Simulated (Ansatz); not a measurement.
Problem. Name crystals whose electron-phonon coupling λ lies between 0.193 and 0.3 and whose logarithmic mean phonon energy lies between 17.8 and 28 meV, by PBEsol, DFPT electron-phonon coupling, linearised Boltzmann equation (Ansatz, a first-principles code).

Solution. Many crystals can fit; among those computed here:
- VIr$_{3}$ (Pm-3m): 0.29, 19.3 meV
- ZrMo2 (Fd-3m): 0.29, 18.8 meV
- W (Im-3m): 0.30, 19.2 meV
- YSi (Cmcm): 0.24, 22 meV
- ScGe (Cmcm): 0.24, 20 meV

Metals; harmonic phonons. Halving the electron mesh moves these values by up to 6 %; q meshes are mostly untested. Some of the runs warned that the eigensolver left states short of its tolerance. Spin-orbit coupling is left out.

Formula and space group known from diffraction (Crystallography Open Database), not checked to be the room-temperature form: VIr3 (Pm-3m), ZrMo2 (Fd-3m). Treated as nonmagnetic (a ferromagnetic start lost its moment, other orders weren't tried): VIr3 (Pm-3m). The missing spin-orbit coupling matters most for VIr3 (Pm-3m), W (Im-3m).
